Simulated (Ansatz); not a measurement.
System: SnO₂ (model structure, started from the polar ZrO2 type, Pbcn, No. 60, 12 atoms in the cell). Method: r²SCAN+SOC in Ansatz (plane waves, PAW).

Settings: plane-wave cutoff 560 eV, 6×6×6 k mesh, Fermi–Dirac smearing 0.01 eV, PAW data made under PBE.

Cell (relaxed with PBEsol):

```
SnO2
1.0
    5.75036     0.00000     0.00000
    0.00000     4.74375     0.00000
    0.00000     0.00000     5.24815
Sn O
4 8
Direct
  0.08354   0.25000   0.28534
  0.91646   0.75000   0.78534
  0.58354   0.75000   0.28534
  0.41646   0.25000   0.78534
  0.35554   0.01914   0.11306
  0.64446   0.98086   0.61306
  0.85554   0.98086   0.11306
  0.14446   0.01914   0.61306
  0.14445   0.48086   0.95760
  0.85555   0.51914   0.45760
  0.64445   0.51914   0.95760
  0.35555   0.48086   0.45760
```

**Question.** Predict the band gap.

**Answer.** 
- band gap: 2.01 eV (direct)

Note: the relaxation could raise the start's symmetry but not lower it, so the cell can be a saddle point; cell and atoms aren't relaxed at this level (largest force component 0.07 eV/Å, pressure -1.6 GPa).

Computed values are for the static lattice.

A model structure was made by putting elements into a prototype or built by hand; it is no filed structure, need not be a known phase, and can be a saddle point held by its symmetry.

Ansatz is a quantum-chemistry and plane-wave program.
